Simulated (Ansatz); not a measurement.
Consider MoS$_{2}$ in the 2H-MoS2 type structure (space group P6_3/mmc, No. 194; a = 3.173 Å, c = 12.437 Å; layered, stacked along the Cartesian z axis). Axes: x lies along a and z along c of the hexagonal cell.

Method: r2SCAN+rVV10 (Ansatz, a first-principles code, PAW, without spin-orbit coupling), earlier PAW set.

Before the change:

- Band gap: 1.01 eV
- Hole mass: 0.87 mₑ along c, 0.69 mₑ across (at Γ)
- Valence-band top at Γ: 0.00, -1.13, -1.36 eV

Modification: compressive biaxial strain of 4.47 % in the plane normal to [001], as in epitaxy on a mismatched substrate; the out-of-plane cell vector and the atoms relax.

Problem. What happens to the band gap, hole mass, in-plane stress and valence-band top at Γ?

Solution. The band gap goes up by 0.24 eV to 1.25 eV; the hole mass goes from 0.87 mₑ along c, 0.69 mₑ across (at Γ) to 0.67 mₑ out of plane, 1.4 mₑ in plane (at Γ); the mean in-plane stress (compression positive) amounts to +15.1 GPa; the valence-band top at Γ (three highest levels, from the VBM) becomes 0.00, -1.31, -1.40 eV (base: 0.00, -1.13, -1.36 eV).

Effective masses come from finite differences of ±0.01 Å⁻¹. No phonon test of stability was made.
